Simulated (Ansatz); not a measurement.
Start from Li$_{2}$S in the anti-fluorite structure (space group Fm-3m, No. 225; a = 5.655 Å). Axes: x, y, z lie along the cube axes.

Level of theory: DFT with PBEsol, PAW potentials and a 420 eV plane-wave cutoff in Ansatz (an electronic-structure program), spin-orbit coupling left out.

Base values:

* **Valley order**: X along ⟨100⟩ 3.20 eV; Γ 4.21 eV
* **Valence-band top at Γ**: 0.00, 0.00, 0.00 eV

Perturbation: the cell is stretched by 1.50 % along z with no lateral relaxation; the atoms relax in the strained cell.

Task: What does the calculation give for the energy relative to the base after the change?

Result: The energy goes up by 0.9 meV/atom.

Task: Predict the new stress.

Result: The stress (xx, yy, zz, yz, xz, xy; compression positive) is (-0.28, -0.28, -1.26, 0.00, 0.00, 0.00) GPa.

Task: How does this affect the valley order?

Result: The valley order (the lowest conduction-band minima on the path, energy above the VBM, named in the base's zone) goes from X along ⟨100⟩ 3.20 eV; Γ 4.21 eV to X along [100] 3.18 eV; X along [001] 3.24 eV; Γ 4.12 eV.

Task: What does the calculation give for the valence-band top at Γ after the change?

Result: The valence-band top at Γ (three highest levels, from the VBM) goes from 0.00, 0.00, 0.00 eV to 0.00, 0.00, -0.05 eV.

The levels and masses belong to the bands next to the band gap. Whether these cells are dynamically stable was not tested.
